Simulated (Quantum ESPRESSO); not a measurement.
How far to go with shifted k-point meshes: ScAl (P4mm, 2 atoms in the cell)

```
ScAl
1.0
    3.38046     0.00000     0.00000
    0.00000     3.38046     0.00000
    0.00000     0.00000     3.38046
Sc Al
1 1
Direct
  0.50000   0.50000   0.51479
  0.00000   0.00000   0.00000
```

Method: PBEsol, GBRV 1.5 ultrasoft (PBESOL) pseudopotentials (plane waves; Quantum ESPRESSO).

Base settings: ecutwfc = 50 Ry; ecutrho = 400 Ry; occupations = smearing; smearing = fd; degauss = 0.0073499 Ry; potentials = {Sc: sc_pbesol_v1.uspp.F.UPF, Al: al_pbesol_v1.uspp.F.UPF}; K_POINTS = automatic 5 5 5 0 0 0; conv_thr = 1e-09 Ry.

Only quantities that move along the ladder and can be compared are tabulated.

The count of work is k-points × plane waves × bands × iterations; it is no time. 

The starting cell comes from a database of computed structures (which also holds hypothetical and non-ambient phases and stackings), without a prior relaxation at this level. Its lattice was rescaled by up to half a per cent. One atom was moved a little off its site on purpose. Without a gap this mesh is coarse (it stands for a supercell whose shortest vector is 17 Å).

| K_POINTS | free energy less the last step's (meV/atom) | pressure (GPa) | largest difference of a force vector from the last step's (eV/Å) | count of work / last |
|---|---|---|---|---|
| automatic 2 2 2 1 1 1 | 584.69 | -3.06 | 0.002 | 0.00040 |
| automatic 3 3 3 1 1 1 | 147.15 | -1.41 | 0.008 | 0.0027 |
| automatic 4 4 4 1 1 1 | 30.85 | -2.70 | 0.014 | 0.0027 |
| automatic 5 5 5 1 1 1 | -12.71 | -2.16 | 0.000 | 0.0073 |
| automatic 6 6 6 1 1 1 | -2.22 | -2.33 | 0.002 | 0.0082 |
| automatic 8 8 8 1 1 1 | 0.24 | -2.42 | 0.000 | 0.018 |
| automatic 10 10 10 1 1 1 | 0.03 | -2.32 | 0.000 | 0.034 |
| automatic 13 13 13 1 1 1 | -0.08 | -2.37 | 0.000 | 0.090 |
| automatic 15 15 15 1 1 1 | 0.04 | -2.36 | 0.000 | 0.13 |
| automatic 19 19 19 1 1 1 | -0.02 | -2.36 | 0.000 | 0.25 |
| automatic 23 23 23 1 1 1 | 0.00 | -2.37 | 0.000 | 0.43 |
| automatic 29 29 29 1 1 1 | 0.00 | -2.37 | 0.000 | 0.83 |
| automatic 32 32 32 1 1 1 | 0.00 | -2.36 | 0.000 | 1.0 |

Coarsest K_POINTS that holds the pressure within 0.5 GPa of the last step, with all finer ones: automatic 4 4 4 1 1 1, at 0.0027 of the last step's count of work; the step before is off by 0.96 GPa.

Coarsest K_POINTS that holds the forces within 0.005 eV/Å of the last step, with all finer ones: automatic 5 5 5 1 1 1, at 0.0073 of the last step's count of work; the step before is off by 0.014 eV/Å.

Coarsest K_POINTS that holds the free energy within 1 meV/atom of the last step, with all finer ones: automatic 8 8 8 1 1 1, at 0.018 of the last step's count of work; the step before is off by 2.2 meV/atom.
